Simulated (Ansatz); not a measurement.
Base system: BaTiO3 (space group P4mm, No. 99).

```xyz
5
Lattice="3.9554 0.0000 0.0000 0.0000 3.9554 0.0000 0.0000 0.0000 4.0442" Properties=species:S:1:pos:R:3 pbc="T T T"
Ti     1.9777     1.9777     1.8078
Ba     0.0000     0.0000     3.7683
O      1.9777     1.9777     3.6478
O      1.9777     0.0000     1.6688
O      0.0000     1.9777     1.6688
```

Cartesian axes are those of the cell as printed.

Method: plane-wave PAW DFT at the PBEsol level (Ansatz, a quantum-chemistry and plane-wave program, 420 eV), scalar-relativistic without spin-orbit coupling.

Strains are applied to the cell and any free atomic positions relax; under biaxial strain the out-of-plane vector relaxes too.

One change was made to it. Results:

The pressure (mean of the normal stresses, compression positive) goes from zero to 4.10 GPa; the gap character remains indirect, A → Γ; the energy goes up by 10 meV/atom.

Problem. What was done to the base?
A) biaxial strain −1.04 %, plane normal [001], relaxed out of plane
B) strain tensor (xx, yy, zz, yz, xz, xy) = (−0.49, −1.67, −1.70, −1.49, −2.47, +1.41) %
C) biaxial strain −2.04 %, plane normal [001], relaxed out of plane
D) tensor shear ε_yz = −2.49 %

Solution. C, biaxial strain −2.04 %, plane normal [001], relaxed out of plane. For comparison, the pressure in the other runs: tensor shear ε_yz = −2.49 % gives 1.01 GPa; strain tensor (xx, yy, zz, yz, xz, xy) = (−0.49, −1.67, −1.70, −1.49, −2.47, +1.41) % gives 7.42 GPa; biaxial strain −1.04 %, plane normal [001], relaxed out of plane gives 2.12 GPa.

Whether these cells are dynamically stable was not tested. The final runs are not spin-polarised. k-point labels follow each cell's own Brillouin zone.
